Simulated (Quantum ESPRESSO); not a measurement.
Input and output of a self-consistent single point for Mg (P6_3/mmc, 2 atoms in the cell) (Quantum ESPRESSO).

Level of theory: PBE, SSSP 1.1.2 efficiency (PBE) pseudopotentials (plane waves; Quantum ESPRESSO).

The change in words: lattice scaled by 0.98. Reference geometry:
```
Mg
1.0
    3.21167     0.00000     0.00000
   -1.60583     2.78139     0.00000
    0.00000     0.00000     5.20547
Mg
2
Direct
  0.33333   0.66667   0.25000
  0.66667   0.33333   0.75000
```

Reference input (self-consistent single point, DFT, PBE, plane waves, SSSP 1.1.2 efficiency (PBE) pseudopotentials): ecutwfc = 35 Ry; ecutrho = 280 Ry; occupations = smearing; smearing = gauss; degauss = 0.0073499 Ry; potentials = {Mg: Mg.pbe-n-kjpaw_psl.0.3.0.UPF}; K_POINTS = automatic 12 12 7 0 0 0; conv_thr = 1e-08 Ry; mixing_beta = 0.3. This run's input differs from it in these lines:

```diff
@@ -10,4 +10,4 @@
     ibrav = 4
-    celldm(1) = 6.0691769115
-    celldm(3) = 1.620796912780
+    celldm(1) = 5.9477934894
+    celldm(3) = 1.620796976459
     nat = 2
@@ -27,4 +27,4 @@
 ATOMIC_POSITIONS {angstrom}
-Mg    0.0000000000    1.8542586029    1.3013662500
-Mg    1.6058350553    0.9271293014    3.9040987500
+Mg    0.0000000000    1.8171734663    1.2753390000
+Mg    1.5737183849    0.9085867331    3.8260170000
 K_POINTS {automatic}
```

Log, with long lists cut:

```
     Self-consistent Calculation

     iteration #  1     ecut=    35.00 Ry     beta= 0.30

     Threshold (ethr) on eigenvalues was too large:
     Diagonalizing with lowered threshold

     total energy              =     -67.23320424 Ry
     estimated scf accuracy    <       0.00673945 Ry

     iteration #  2     ecut=    35.00 Ry     beta= 0.30

     total energy              =     -67.23327512 Ry
     estimated scf accuracy    <       0.00334236 Ry

     iteration #  3     ecut=    35.00 Ry     beta= 0.30

     total energy              =     -67.23332714 Ry
     estimated scf accuracy    <       0.00000143 Ry

   [... 4 blocks of this kind left out ...]

     iteration #  8     ecut=    35.00 Ry     beta= 0.30

     total energy              =     -67.23357320 Ry
     estimated scf accuracy    <       0.00000002 Ry

     iteration #  9     ecut=    35.00 Ry     beta= 0.30
     End of self-consistent calculation

     the Fermi energy is     3.8389 ev

!    total energy              =     -67.23357319 Ry
     estimated scf accuracy    <          7.1E-09 Ry
     smearing contrib. (-TS)   =      -0.00031999 Ry
     internal energy E=F+TS    =     -67.23325320 Ry

     convergence has been achieved in   9 iterations

     Forces acting on atoms (cartesian axes, Ry/au):

     atom    1 type  1   force =     0.00000000   -0.00000000    0.00000000
     atom    2 type  1   force =    -0.00000000   -0.00000000    0.00000000

     Total force =     0.000000     Total SCF correction =     0.000000

          total   stress  (Ry/bohr**3)                   (kbar)     P=       17.20
   0.00013687  -0.00000000   0.00000000           20.13       -0.00        0.00
  -0.00000000   0.00013687  -0.00000000           -0.00       20.13       -0.00
  -0.00000000   0.00000000   0.00007694           -0.00        0.00       11.32

   JOB DONE.
```

The run converged in 9 iterations. Against the reference run the free energy goes up by 4.2 meV/atom and the pressure goes from -0.62 to 1.72 GPa.

The starting cell comes from a database of computed structures (which also holds hypothetical and non-ambient phases and stackings), without a prior relaxation at this level. Its lattice was rescaled by a random factor within 2.5 % of one. For this run, on top of that: lattice scaled by 0.98.
